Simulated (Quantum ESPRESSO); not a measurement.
A self-consistent single point of PbO (P4/nmm, 4 atoms in the cell) with Quantum ESPRESSO.

Method of the run: LDA (PZ), GBRV 1.5 ultrasoft (LDA) pseudopotentials (plane waves; Quantum ESPRESSO).

```
CELL_PARAMETERS angstrom
      3.98000     0.00000     0.00000
      0.00000     3.98000     0.00000
      0.00000     0.00000     5.02000
ATOMIC_POSITIONS crystal
  Pb 0.50000 0.00000 0.76500
  Pb 0.00000 0.50000 0.23500
  O  0.50000 0.50000 0.00000
  O  0.00000 0.00000 0.00000
```

Reference input (self-consistent single point, DFT, PBE, plane waves, GBRV 1.5 ultrasoft (PBE) pseudopotentials): ecutwfc = 40 Ry; ecutrho = 200 Ry; occupations = smearing; smearing = fermi-dirac; degauss = 0.0036749 Ry; potentials = {Pb: pb_pbe_v1.uspp.F.UPF, O: o_pbe_v1.2.uspp.F.UPF}; K_POINTS = automatic 6 6 5 0 0 0; conv_thr = 1e-10 Ry. This run's input differs from it in these lines:

```diff
@@ -22,4 +22,4 @@
 ATOMIC_SPECIES
-Pb   207.2000  pb_pbe_v1.uspp.F.UPF
-O     15.9990  o_pbe_v1.2.uspp.F.UPF
+Pb   207.2000  pb_lda_v1.uspp.F.UPF
+O     15.9990  o_lda_v1.2.uspp.F.UPF
 CELL_PARAMETERS {angstrom}
```

Log, with long lists cut:

```
     Self-consistent Calculation

     iteration #  1     ecut=    40.00 Ry     beta= 0.70

     negative rho (up, down):  2.960E-02 0.000E+00

     total energy              =    -391.89650473 Ry
     estimated scf accuracy    <       1.35286121 Ry

     iteration #  2     ecut=    40.00 Ry     beta= 0.70

     negative rho (up, down):  3.189E-02 0.000E+00

     total energy              =    -391.21202167 Ry
     estimated scf accuracy    <       8.37750320 Ry

     iteration #  3     ecut=    40.00 Ry     beta= 0.70

     negative rho (up, down):  3.174E-02 0.000E+00

     total energy              =    -392.66927201 Ry
     estimated scf accuracy    <       0.08973585 Ry

   [... 23 blocks of this kind left out ...]

     iteration # 27     ecut=    40.00 Ry     beta= 0.70

     negative rho (up, down):  3.178E-02 0.000E+00

     total energy              =    -392.66565244 Ry
     estimated scf accuracy    <          1.0E-09 Ry

     iteration # 28     ecut=    40.00 Ry     beta= 0.70

     negative rho (up, down):  3.178E-02 0.000E+00
     End of self-consistent calculation

     the Fermi energy is     8.9775 ev

!    total energy              =    -392.66565244 Ry
     estimated scf accuracy    <          5.0E-11 Ry
     smearing contrib. (-TS)   =      -0.00000002 Ry
     internal energy E=F+TS    =    -392.66565242 Ry

     convergence has been achieved in  28 iterations

     negative rho (up, down):  3.178E-02 0.000E+00

     Forces acting on atoms (cartesian axes, Ry/au):

     atom    1 type  1   force =     0.00000000    0.00000000    0.00798512
     atom    2 type  1   force =     0.00000000    0.00000000   -0.00798512
     atom    3 type  2   force =     0.00000000    0.00000000    0.00000000
     atom    4 type  2   force =     0.00000000    0.00000000    0.00000000

     Total force =     0.011293     Total SCF correction =     0.000004

     negative rho (up, down):  3.178E-02 0.000E+00
          total   stress  (Ry/bohr**3)                   (kbar)     P=      -22.31
  -0.00016608   0.00000000   0.00000000          -24.43        0.00        0.00
   0.00000000  -0.00016608   0.00000000            0.00      -24.43        0.00
   0.00000000   0.00000000  -0.00012292            0.00        0.00      -18.08

   JOB DONE.
```

The run converged in 28 iterations. Against the reference run the pressure goes from 4.38 to -2.23 GPa, the largest force goes from 0.395 to 0.205 eV/Å and the gap on the mesh goes from 1.276 to 1.241 eV.

The starting cell has typed, rounded lattice constants, without a prior relaxation at this level. Spin-orbit coupling is off.

Cost on one core of a shared machine: roughly 70 s.
